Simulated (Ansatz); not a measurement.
Defect: Si-vacancy pair (Si on one host Zr site, one O site vacant) in monoclinic ZrO2, charge state +2. The step: one O atom jumps into the vacancy from a nearby O site (Si-vacancy distance between ideal sites 2.06 → 2.08 Å); the atom moves 2.82 Å along (0.12, -0.49, 0.21) of the unit cell; the moving atom starts with neighbours Si at 1.76; Zr at 2.16, Zr at 2.26 Å and ends with Si at 1.68 Å. A PBE band in Ansatz (plane-wave PAW, the Γ point alone, 96 host sites, 77 SCF runs with any check of the saddle's order, static, no finite-size correction) gives a forward barrier of 1.12 eV. The saddle point's order was not checked. The charge state is imposed; whether it is stable for some Fermi level was not computed. Forms of the defect that were not tried may lie lower. The start lies 0.36 eV above the lowest site run (PBE).

Single points at the band's start and saddle point can refine it. Rough cost of one point, in units of the band's mean SCF on the same machine:

```
Level                                             Cost of one point
------------------------------------------------  -----------------
PBE, a 2×2×2 k-point mesh shifted by half a step            about 9
r2SCAN at 500 eV, the Γ point alone                         about 4
```

### Question
Which of these move the barrier by more than 0.1 eV, and how far does each move it?

### Answer
Not one does. PBE, a 2×2×2 k-point mesh shifted by half a step: -0.01 eV; r2SCAN at 500 eV, the Γ point alone: +0.05 eV. Each functional is compared with PBE at the same k-points.

Ansatz is a first-principles code.
